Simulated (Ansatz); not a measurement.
**C: response to strain**

The parent structure is C in the diamond structure (space group Fd-3m, No. 227; a = 3.560 Å). Axes: x, y, z lie along the cube axes.

Strains are applied to the cell and any free atomic positions relax; under biaxial strain the out-of-plane vector relaxes too.

Calculations: plane-wave PAW DFT at the r2SCAN level (Ansatz, a program for electronic structure, 500 eV), no spin-orbit coupling.

| biaxial strain, plane normal [111], relaxed out of plane (%) | out-of-plane strain (%) |
|---|---|
| -2.5 | 0.25 |
| -2.08 | ? |
| -1.67 | 0.17 |
| -1.25 | 0.12 |
| -0.83 | 0.08 |
| -0.42 | 0.04 |
| 0 | 0.00 |

Problem. Fit ε⊥ = −νε + γε² (strains in %) to the rows shown and predict the withheld row.

Solution. Least squares on the printed values gives ν = 0.10 (the biaxial Poisson response) and γ = 0.002 (largest residual 0.00 %); this predicts 0.21 %, and the run gives 0.21 %, in agreement.

Stability against distortions was not tested.
